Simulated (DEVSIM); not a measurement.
System: GaSb p-n junction from an implanted or diffused profile, at 300 K.

Layer 1 from the left is GaSb, thickness (μm) 54.0, Nd (cm⁻³) 1e15, τn (s) 6.1e-8, τp (s) 6.1e-8.

Added acceptor profile: 7e15 cm⁻³ × exp(−(x − 0.17 μm)²/(2·(0.083 μm)²)). Left contact: ohmic. Right contact: ohmic. Voltage is applied to the left contact. Recombination: SRH at mid-gap. Mobility is μmin + (μ − μmin)/(1 + (N/Nref)^α).

The device is made up for the run: typed textbook-type constants, with dimensions and the other settings drawn at random. Values at 300 K.

GaSb: gap (eV) 0.726, affinity (eV) 4.06, permittivity 15.7, Nc (cm⁻³) 2.1e17, Nv (cm⁻³) 1.8e19, μn (cm²/Vs) 5000, μp (cm²/Vs) 850, μn,min 1000, μp,min 190, Nref,n 2.8e17, Nref,p 9e17, αn 1.05, αp 0.65.

Simulated with DEVSIM: 1D drift-diffusion, Boltzmann statistics, complete ionisation; no tunnelling, impact ionisation, image-force lowering or self-heating.

What does the simulation give for the dark forward voltage at 100 A/cm², the potential step across the device at zero bias?

dark forward voltage at 100 A/cm² 0.823 V; potential step across the device at zero bias 0.051 V.
